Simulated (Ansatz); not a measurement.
Here is the system:

```yaml
crystal:
  lattice:
    - [0.00000, 2.80073, 2.73072]
    - [2.80073, 0.00000, 2.73072]
    - [2.80073, 2.80073, 0.00000]
  atoms:
    - { symbol: Na, position: [0.00000, 0.00000, 0.00000] }
    - { symbol: Cl, position: [0.50000, 0.50000, 0.50000] }
```

No spin polarisation.

Calculations: Kohn–Sham DFT with the PBEsol functional, run in Ansatz (an electronic-structure program) with PAW and 420 eV plane waves, scalar-relativistic without spin-orbit coupling. Settings: 10×10×10 k-points, 0.05 eV Fermi–Dirac smearing.

Question: Predict the band gap and space group.

Answer: The band gap comes out as 5.10 eV and the space group comes out as I4/mmm (No. 139).

The cells carry an imposed strain or load. No phonon test of stability was made. The cell was made from NaCl in the rock salt structure (space group Fm-3m, No. 225) by this change: uniaxial strain ε_zz = −2.50 %.
